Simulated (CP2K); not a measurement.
**Convergence series on Ba2LuSbO6 (Fm-3m, 10 atoms in the cell)**

```xyz
10
Lattice="5.9588 0.0000 0.0000 2.9794 5.1605 0.0000 2.9794 1.7202 4.8654" Properties=species:S:1:pos:R:3 pbc="T T T"
Ba     8.9382     5.1605     3.6490
Ba     2.9794     1.7202     1.2163
Lu     5.9588     3.4403     2.4327
Sb     0.0000     0.0000     0.0000
O      7.5098     4.3358     1.1663
O      4.4078     2.5448     3.6991
O      5.9588     5.2313     3.6991
O      5.9588     1.6494     1.1663
O      7.5098     2.5448     3.6991
O      4.4078     4.3358     1.1663
```

Computed with PBEsol, GPW, DZVP-MOLOPT-SR-GTH basis, GTH-PBE potentials (GTH_POTENTIALS) in CP2K 2026.2.

The starting cell comes from a database of computed structures (which also holds hypothetical and non-ambient phases and stackings), without a prior relaxation at this level. Spin-orbit coupling is off. Values carry the incompleteness of an atom-centred basis. The potentials were made for another functional than the one used.

Held fixed: CUTOFF = 500 Ry; REL_CUTOFF = 50 Ry; SMEAR/METHOD = GAUSSIAN; SIGMA = 0.01 eV; KPOINTS/SCHEME = MONKHORST-PACK 3 3 3; XC_FUNCTIONAL = PBE:PBESOL; Ba/BASIS_SET = DZVP-MOLOPT-SR-GTH; Ba/POTENTIAL = GTH-PBE-q10; Lu/BASIS_SET = DZVP-MOLOPT-SR-GTH; Lu/POTENTIAL = GTH-PBE-q25; Sb/BASIS_SET = DZVP-MOLOPT-SR-GTH; Sb/POTENTIAL = GTH-PBE-q5; O/BASIS_SET = DZVP-MOLOPT-SR-GTH; O/POTENTIAL = GTH-PBE-q6; METHOD = GPW; EPS_DEFAULT = 1e-10; NGRIDS = 5; SCF_GUESS = ATOMIC; MAX_SCF = 100.

ΔF is the free energy per atom less that of the last row (1e-12).

```tsv
EPS_SCF	ΔF (meV/atom)	pressure (GPa)	largest force (eV/Å)	gap on the mesh (eV)	iterations
0.1	1.02	-0.14	0.488	3.015	5
0.01	0.26	-0.08	0.501	3.018	6
0.001	0.00	0.08	0.565	2.995	9
0.0001	0.00	0.09	0.567	2.995	11
1e-05	0.00	0.09	0.567	2.995	15
1e-06	0.00	0.09	0.567	2.995	19
1e-08	0.00	0.09	0.567	2.995	26
1e-10	0.00	0.09	0.567	2.995	34
1e-12	0.00	0.09	0.567	2.995	44
```

Pressure within 0.05 GPa of the last row: from EPS_SCF = 0.001 on; the one before it is off by 0.18 GPa. The value it settles on is 0.09 GPa at this level of theory and with the other settings as held.

Gap on the mesh within 0.01 eV of the last row: from EPS_SCF = 0.001 on; the one before it is off by 0.023 eV. The value it settles on is 2.995 eV at this level of theory and with the other settings as held.

Gaps are taken between levels on the mesh.
